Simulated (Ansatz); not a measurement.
Take TiB2 (space group P6/mmm, No. 191; a = 3.017 Å, c = 3.185 Å) as the base. Axes: x lies along a and z along c of the hexagonal cell.

Level of theory: PBEsol (Ansatz, a program for electronic structure, PAW, no spin-orbit coupling), earlier PAW set.

For the base:

```
Quantity                         Value
-----------------------------  -------
Pressure                       0.0 GPa
Shortest interatomic distance  1.742 Å
```

The change: strain tensor (xx, yy, zz, yz, xz, xy) = (+0.22, +0.73, +0.17, −0.33, −1.16, +0.68) %, atoms relaxed at fixed cell.

Predict the new energy relative to the base.

The energy goes up by 6.6 meV/atom.

What does the calculation give for the pressure after the change?

The pressure (mean of the normal stresses, compression positive) goes from zero to -2.8 GPa.

Estimate the effect on the shortest interatomic distance.

The shortest interatomic distance stays essentially unchanged (1.742 Å against 1.741 Å).

The mesh was chosen for an insulator and is coarse for the gapless case. Without a gap, meshes like the base's 13×13×10 leave anisotropic stresses uncertain by several tenths of a GPa, and small strain energies with them. Stability against distortions was not tested. The final runs are not spin-polarised.
